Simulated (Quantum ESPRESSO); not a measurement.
Refining one setting for Cl (Cmce, 4 atoms in the cell)

```xyz
4
Lattice="2.2485 -3.1319 0.0000 2.2485 3.1319 0.0000 0.0000 0.0000 8.2914" Properties=species:S:1:pos:R:3 pbc="T T T"
Cl     3.9439     0.0000     7.4374
Cl     2.8016     0.0000     3.2917
Cl     1.6954     0.0000     4.9997
Cl     0.5531     0.0000     0.8540
```

Computed with PBE, PseudoDojo standard norm-conserving (PBE) pseudopotentials (plane waves; Quantum ESPRESSO).

The starting cell has typed, rounded lattice constants, without a prior relaxation at this level. Its lattice was rescaled by a random factor within 2.5 % of one.

Held fixed: ecutwfc = 60 Ry; occupations = smearing; smearing = gauss; degauss = 0.0036749 Ry; potentials = {Cl: Cl.upf}; K_POINTS = automatic 5 5 2 0 0 0; mixing_beta = 0.3.

ΔF is the free energy per atom less that of the last row (7.3e-14 Ry).

The series runs over conv_thr = 0.0073 Ry; 0.00073 Ry; 7.3e-05 Ry; 7.3e-06 Ry; 7.3e-07 Ry; 7.3e-08 Ry; 1e-09 Ry; 7.3e-10 Ry; 7.3e-12 Ry; 7.3e-14 Ry.

Problem. From which setting on does the largest force stay within 0.005 eV/Å of the last one?

Solution. From conv_thr = 7.3e-08 Ry on; the one before it is off by 0.0094 eV/Å. The value it settles on is 0.272 eV/Å at this level of theory and with the other settings as held.

Problem. From which setting on does the energy stay within 0.5 meV/atom of the last one?

Solution. From conv_thr = 0.00073 Ry on; the one before it is off by 1.6 meV/atom.

```
conv_thr    ΔF (meV/atom)  pressure (GPa)  largest force (eV/Å)  gap on the mesh (eV)  iterations
----------  -------------  --------------  --------------------  --------------------  ----------
0.0073 Ry            1.55            0.36                 0.061                 2.333           3
0.00073 Ry           0.18           -0.16                 0.251                 2.318           4
7.3e-05 Ry           0.06           -0.14                 0.294                 2.336           5
7.3e-06 Ry           0.00            0.02                 0.262                 2.331           7
7.3e-07 Ry           0.00            0.02                 0.262                 2.331           7
7.3e-08 Ry           0.00            0.00                 0.271                 2.331           9
1e-09 Ry             0.00            0.00                 0.271                 2.331          11
7.3e-10 Ry           0.00            0.00                 0.271                 2.331          11
7.3e-12 Ry           0.00            0.00                 0.272                 2.331          13
7.3e-14 Ry           0.00            0.00                 0.272                 2.331          16
```

Gaps are taken between levels on the mesh.
